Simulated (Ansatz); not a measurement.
Take TiAl₃ (space group I4/mmm, No. 139; a = 3.824 Å, c = 8.561 Å) as the base.

Computed with Ansatz (a program for electronic structure) r2SCAN, no SOC.

One change was made to it. Results:

The shortest interatomic distance decreases by 0.126 Å (2.704 Å → 2.578 Å); the c/a ratio decreases by 0.006, from 2.239 to 2.233.

Task: Name the change that was made.
A) pressure 2.1 GPa
B) pressure 22.5 GPa
C) pressure 4.5 GPa
D) pressure 0.9 GPa

Result: B, pressure 22.5 GPa. For comparison, the shortest interatomic distance in the other runs: pressure 0.9 GPa gives 2.697 Å; pressure 4.5 GPa gives 2.672 Å; pressure 2.1 GPa gives 2.689 Å.

Load acts through the strain it causes; cell and atoms are relaxed under it. Stability against distortions was not tested. No other phases were tried under pressure. The final runs are not spin-polarised.
